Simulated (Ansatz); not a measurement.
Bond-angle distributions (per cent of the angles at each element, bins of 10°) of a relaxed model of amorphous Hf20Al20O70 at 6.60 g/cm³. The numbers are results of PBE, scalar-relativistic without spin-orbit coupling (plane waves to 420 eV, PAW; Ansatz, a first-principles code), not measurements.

A CHGNet melt-quench gave the starting glass, which DFT then relaxed. O atoms were pushed apart under 1.9 Å during the dynamics, to hinder bonds among them. The hot cell started wider than the set density and was brought back towards it in steps. It is the lowest in DFT energy of 4 quenches. It is a model cell: composition and starting density were chosen by hand, and all elements were melted together. No dispersion term was used. Its density started from a set value of 6.72 and ended at 6.60 g/cm³. The simulated quench (nominally 600 K/ps over its main leg) is rapid and tends to freeze in more defects than a deposited or slowly cooled glass has. Values belong to this one cell and scatter from quench to quench. Volume and shape were free in the relaxation.

Neighbours within Hf-Hf 3.34 Å, Hf-Al 3.00 Å, Hf-O 2.76 Å, Al-Al 2.66 Å, Al-O 2.38 Å, O-O 1.58 Å count as bonded. Two cations that share two anions don't count as bonded, nor two that share one unless they lie closer than Hf-Hf 3.25 Å, Hf-Al 2.92 Å, Al-Al 2.59 Å.

```tsv
angle (°)	at Hf	at Al	at O
50-60	0	0	0
60-70	7	0	0
70-80	21	3	0
80-90	17	20	3
90-100	12	17	18
100-110	9	22	19
110-120	6	21	22
120-130	5	3	17
130-140	10	6	11
140-150	6	1	8
150-160	5	2	2
160-170	2	4	0
170-180	1	1	0
```

They go with these counts of neighbours within the cut-offs, cation contacts included: Hf mean 6.2, most often 6; Al mean 4.5, most often 4; O mean 3.1, most often 3.
